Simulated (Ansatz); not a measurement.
# FeS2 under a change: isotropic strain −5.34 %

The parent structure is FeS₂ (space group Pnnm, No. 58; a = 4.367 Å, b = 5.333 Å, c = 3.344 Å; non-magnetic).

Now apply this change: the cell is scaled by 0.9466 in all directions, atoms relaxed at fixed cell.

Computed with plane-wave PAW DFT at the PBEsol level (Ansatz, a first-principles code, 420 eV), scalar-relativistic without spin-orbit coupling, earlier PAW set. k-mesh 8×6×10 (Γ-centred); smearing 0.05 eV (Fermi–Dirac).

- Volume per atom = 11.01 Å³ (base 12.98 Å³)
- Space group = Pnnm (No. 58) (base Pnnm (No. 58))
- Energy relative to the base (free energy F) = +0.221 eV/atom
- Pressure (mean of the normal stresses, compression positive) = 41.99 GPa (base 0.00 GPa)
- Band gap = 1.10 eV (base 0.91 eV)
- Gap character = indirect, k = (3/8, 0, 0) in the run's primitive reciprocal basis → Γ (base indirect, k = (3/8, 0, 0) in the run's primitive reciprocal basis → T)
- Smallest direct gap = 1.37 eV (base 1.23 eV)
- Largest internal atomic displacement = 0.016 Å

Final structure:

```yaml
crystal:
  lattice:
    - [4.13424, 0.00000, 0.00000]
    - [0.00000, 5.04836, 0.00000]
    - [0.00000, 0.00000, 3.16589]
  atoms:
    - { symbol: Fe, position: [0.50000, 0.50000, 0.50000] }
    - { symbol: Fe, position: [0.00000, 0.00000, 0.00000] }
    - { symbol: S, position: [0.70335, 0.87496, 0.50000] }
    - { symbol: S, position: [0.20335, 0.62504, 0.00000] }
    - { symbol: S, position: [0.79665, 0.37496, 0.00000] }
    - { symbol: S, position: [0.29665, 0.12504, 0.50000] }
```

Whether these cells are dynamically stable was not tested. Seeded moments were not kept for the base. All final runs are without spin polarisation.
